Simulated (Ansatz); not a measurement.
Structures of equal composition on the (111) surface of fcc Rh: a layer of Ni in place of the second plane; a layer of Ni in place of the third plane. The slabs share one bottom face, and each structure is named by its start. These are constructed structures in small cells; real faces may alloy, dewet or reconstruct in larger ones, and not all known structures of the face are among them. Slabs of about 11 Å, Fermi-Dirac smearing of 0.1 eV. Bottom of the slabs: a bare face, its two planes held. Relaxed from the named starts with such symmetry as they have, on meshes of like density; energies extrapolated to zero smearing; spin only where a row says so; no spin-orbit coupling, no U. Brackets mark spin-polarised runs, whose order is one that fits the cell.

Calculation: PBE (plane waves to 420 eV, PAW; Ansatz, a first-principles code).

Question: Rank these by energy per 1x1 cell (lowest first), as PBE gives it.

Answer: a layer of Ni in place of the second plane (0.000 eV [spin, 1.4 μB a cell]), a layer of Ni in place of the third plane (0.094 eV [spin, 0.6 μB a cell])
